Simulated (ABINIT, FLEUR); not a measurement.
A FLEUR input for a self-consistent single point of AlN (P6_3mc, 4 atoms in the cell) (DFT, PBE, all-electron FLAPW (FLEUR), scalar-relativistic valence):

Input of the input generator:

```
AlN
&input film=f /
5.7284626869 0.0000000406 0.0000000000
-2.8642313786 4.9609941912 0.0000000000
0.0000000000 0.0000000000 9.1860777446
1.0
1.0 1.0 1.0

4
13 0.6666666667 0.3333333333 0.4992900000
13 0.3333333333 0.6666666667 0.9992900000
7 0.6666666667 0.3333333333 0.8807100000
7 0.3333333333 0.6666666667 0.3807100000

&comp jspins=1 /
&kpt div1=6 div2=6 div3=4 gamma=t /
&end /
```

```xml
<?xml version="1.0" encoding="UTF-8" standalone="no"?>
<fleurInput fleurInputVersion="0.39">
   <comment>
      AlN                                                                                                 
   </comment>
   <calculationSetup>
      <cutoffs Kmax="4.6" Gmax="16.1" GmaxXC="16.1" numbands="0"/>
      <scfLoop itmax="60" minDistance="0.00001" maxIterBroyd="15" imix="Anderson" alpha="0.05" precondParam="0.0" spinf="2.0"/>
      <coreElectrons ctail="T" frcor="F" kcrel="0" coretail_lmax="0"/>
      <xcFunctional name="pbe" relativisticCorrections="F"/>
      <magnetism jspins="1"/>
      <soc l_soc="F" theta="0.0" phi="0.0" spav="F"/>
      <expertModes spex="0" secvar="F"/>
      <geometryOptimization l_f="T" forcealpha="1.0" forcemix="BFGS" epsdisp="0.00001" epsforce="0.00001"/>
      <ldaU l_linMix="F" mixParam="0.05" spinf="1.0"/>
   </calculationSetup>
   <cell>
      <bzIntegration valenceElectrons="16.0" mode="hist" fermiSmearingEnergy="0.00073499">
         <kPointListSelection listName="default-1"/>
         <!-- k-points included here -->
         <xi:include xmlns:xi="http://www.w3.org/2001/XInclude" href="kpts.xml"> </xi:include>
      </bzIntegration>
      <!-- symmetry operations included here -->
      <xi:include xmlns:xi="http://www.w3.org/2001/XInclude" href="sym.xml"> </xi:include>
      <bulkLattice scale="1.0">
         <bravaisMatrix>
            <row-1>    5.7284626869000004     0.0000000406000000     0.0000000000000000</row-1>
            <row-2>   -2.8642313786000000     4.9609941912000002     0.0000000000000000</row-2>
            <row-3>    0.0000000000000000     0.0000000000000000     9.1860777446000004</row-3>
         </bravaisMatrix>
      </bulkLattice>
   </cell>
   <atomSpecies>
      <species name="Aluminum (Al)" element="Al" atomicNumber="13">
         <mtSphere radius="1.74" gridPoints="615" logIncrement="0.018"/>
         <atomicCutoffs lmax="8" lnonsphr="6"/>
         <electronConfig flipSpins="F">
            <coreConfig>(1s1/2) (2s1/2) (2p1/2) (2p3/2)</coreConfig>
            <valenceConfig>(3s1/2) (3p1/2) (3p3/2)</valenceConfig>
            <stateOccupation state="(3p1/2)" spinUp="0.1666666666667" spinDown="0.1666666666667"/>
            <stateOccupation state="(3p3/2)" spinUp="0.3333333333333" spinDown="0.3333333333333"/>
         </electronConfig>
         <energyParameters s="3" p="3" d="3" f="4"/>
      </species>
      <species name="Nitrogen (N)" element="N" atomicNumber="7">
         <mtSphere radius="1.51" gridPoints="533" logIncrement="0.02"/>
         <atomicCutoffs lmax="6" lnonsphr="4"/>
         <electronConfig flipSpins="F">
            <coreConfig>(1s1/2)</coreConfig>
            <valenceConfig>(2s1/2) (2p1/2) (2p3/2)</valenceConfig>
            <stateOccupation state="(2p1/2)" spinUp="0.5" spinDown="0.5"/>
            <stateOccupation state="(2p3/2)" spinUp="1.0" spinDown="1.0"/>
         </electronConfig>
         <energyParameters s="2" p="2" d="3" f="4"/>
      </species>
   </atomSpecies>
   <atomGroups>
      <atomGroup species="Aluminum (Al)">
         <relPos label="                   1">-1.000/3.000 1.000/3.000 .4992900000</relPos>
         <relPos label="                   2">1.000/3.000 -1.000/3.000 -.0007100000</relPos>
         <force calculate="T" relaxXYZ="TTT"/>
      </atomGroup>
      <atomGroup species="Nitrogen (N)">
         <relPos label="                   3">-1.000/3.000 1.000/3.000 -.1192900000</relPos>
         <relPos label="                   4">1.000/3.000 -1.000/3.000 .3807100000</relPos>
         <force calculate="T" relaxXYZ="TTT"/>
      </atomGroup>
   </atomGroups>
   <output dos="F" band="F" slice="F">
      <checks vchk="F" cdinf="F"/>
      <bandDOS minEnergy="-.5*Htr" maxEnergy="0.5*Htr" sigma="0.015" storeEVData="T"/>
      <vacuumDOS vacdos="F" integ="F" star="F" nstars="0" locx1="0.0" locy1="0.0" locx2="0.0" locy2="0.0" nstm="0" tworkf="0.0"/>
      <unfoldingBand unfoldBand="F" supercellX="1" supercellY="1" supercellZ="1"/>
      <plotting iplot="0" polar="F">
         <plot TwoD="T" vec1="  1.0  0.0  0.0" vec2="  0.0  1.0  0.0" vec3="  0.0  0.0  1.0" zero="  0.0  0.0  0.0" file="plot"/>
      </plotting>
      <chargeDensitySlicing numkpt="0" minEigenval="0.0" maxEigenval="0.0" nnne="0" pallst="F"/>
      <specialOutput eonly="F"/>
      <magneticCircularDichroism mcd="F" energyLo="-10.0" energyUp="0.0"/>
   </output>
  <!-- We include the file relax.xml here to enable relaxations (see documentation) -->
  <xi:include xmlns:xi="http://www.w3.org/2001/XInclude" href="relax.xml"> <xi:fallback/> </xi:include>
</fleurInput>
```

**Question.** Write the same calculation as an input for ABINIT.

**Answer.** This is the input that was run; spellings and numerical settings could be chosen otherwise.

```
# AlN, PseudoDojo nc-sr-05 PBE standard
pp_dirpath "./"
pseudos "Al.upf, N.upf"
acell 3.0313719074 3.0313719074 4.8610630000 Angstrom
rprim
         1.0000000000    0.0000000071    0.0000000000
        -0.5000000061    0.8660254002    0.0000000000
         0.0000000000    0.0000000000    1.0000000000
natom 4
ntypat 2
znucl 13 7
typat 1 1 2 2
xred
         0.6666666667    0.3333333333    0.4992900000
         0.3333333333    0.6666666667    0.9992900000
         0.6666666667    0.3333333333    0.8807100000
         0.3333333333    0.6666666667    0.3807100000
ecut 42
ixc 11
occopt 3
tsmear 0.02 eV
nband 13
kptopt 1
ngkpt 6 6 4
nshiftk 1
shiftk 0 0 0
nstep 80
tolvrs 1.0e-10
prtwf 0
prtden 0
enunit 2
```

Basis, cutoffs, solver keys and any potentials are the target program's own. This input uses DFT, PBE, plane waves, norm-conserving pseudopotentials (PseudoDojo nc-sr-05 PBE standard).

The starting cell comes from a database of computed structures (which also holds hypothetical and non-ambient phases and stackings), without a prior relaxation at this level. Its lattice was rescaled by a random factor within 2.5 % of one. For this run, on top of that: lattice scaled by 0.98.
